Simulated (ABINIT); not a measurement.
**Pressure against volume in fcc Pd (space group 225) (ABINIT, PBEsol)**

```
Pd
1.0
    0.00000     1.88853     1.88853
    1.88853     0.00000     1.88853
    1.88853     1.88853     0.00000
Pd
1
Direct
  0.00000   0.00000   0.00000
```

Computed with PBEsol, norm-conserving pseudopotentials (PseudoDojo nc-sr-04 PBEsol standard) (plane waves; ABINIT 10.0.3). Settings: pseudos = [Pd.upf]; ecut = 53 Ha; ixc = -116133; occopt = 3; tsmear = 0.00183747 Ha; ngkpt = 26 26 26; nshiftk = 1; shiftk = 0 0 0; potentials = PseudoDojo nc-sr-04 PBEsol standard; nband = 14; kptopt = 1; nstep = 60; tolvrs = 1e-12. The cell above is the first row's. The rows scale it uniformly. In all rows the k mesh is held.

```
V (Å^3/atom)  P (GPa)
------------  -------
13.4710             ?
13.7638         13.23
14.0567          7.73
14.3495          2.90
14.6424         -1.35
14.9352         -5.08
15.2281         -8.35
15.5209        -11.22
15.8138        -13.72
```

Fit P of the 8 rows that show it with a cubic. With u = V - 14.8, the rows have u = -1.0362, -0.7433, -0.4505, -0.1576, 0.1352, 0.4281, 0.7209, 1.0138. Least squares gives P = -3.424 - 12.6642·u + 2.8724·u² - 0.3976·u³. Residuals (row less fit): 0.005, -0.010, -0.001, 0.005, 0.005, 0.000, -0.010, 0.005; standard error 0.009 (degrees of freedom: 4). The fitted pressure is zero at V0 = 14.54, where dP/dV = -14.21, so B0 = -V0·dP/dV = 207 GPa.

Problem. Predict the withheld P at V = 13.4710 from the fit, and compare with the calculation.

Solution. u = -1.3290, so P = -3.424 - 12.6642 × (-1.3290) + 2.8724 × (-1.3290)² - 0.3976 × (-1.3290)³ = 19.413 GPa. The calculation gives 19.49 GPa, 0.077 GPa above the prediction (0.2 % of the range of P in the table). The row lies outside the fitted rows, so this is an extrapolation. From the scatter of the fitted rows alone, a prediction at this place has a standard error of 0.023 GPa, so the miss is 3.4 times that.

Carrying the step between the two nearest rows on in a straight line would have given 18.73, off by 0.76; series whose last step already gives the withheld value aren't shown. The scan was laid around a cell of about the measured size, scaled by a guess for this functional. Spin polarisation is off. Cutoffs and mesh are single choices, not tested for convergence of this quantity. Series with a scatter that would blur these digits, or in which a gap closes, are not shown.

Terms beyond the fitted order, or numerical noise in single rows, can give a miss of this size; the table doesn't tell which.
